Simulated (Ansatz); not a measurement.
SiC (model structure, started from the WC type, P-6m2, No. 187, 2 atoms in the cell): lattice parameter a by level of theory

No measured value is used here.

```json
[
 {"level (code)": "PBE (Ansatz)", "value (Å)": "2.860"},
 {"level (code)": "PBEsol (Ansatz)", "value (Å)": "2.837"},
 {"level (code)": "PBE-D3(BJ) (Ansatz)", "value (Å)": "2.827"},
 {"level (code)": "r²SCAN (Ansatz)", "value (Å)": "(withheld)"}
]
```

Some entries are withheld; supply them.


- r²SCAN (Ansatz, a first-principles code), value (Å): 2.849

Ansatz's density-functional and Hartree–Fock values are scalar-relativistic unless marked +SOC, with PAW data made under PBE.

A model structure was made by putting elements into a prototype or built by hand; it is no filed structure, need not be a known phase, and can be a saddle point held by its symmetry.
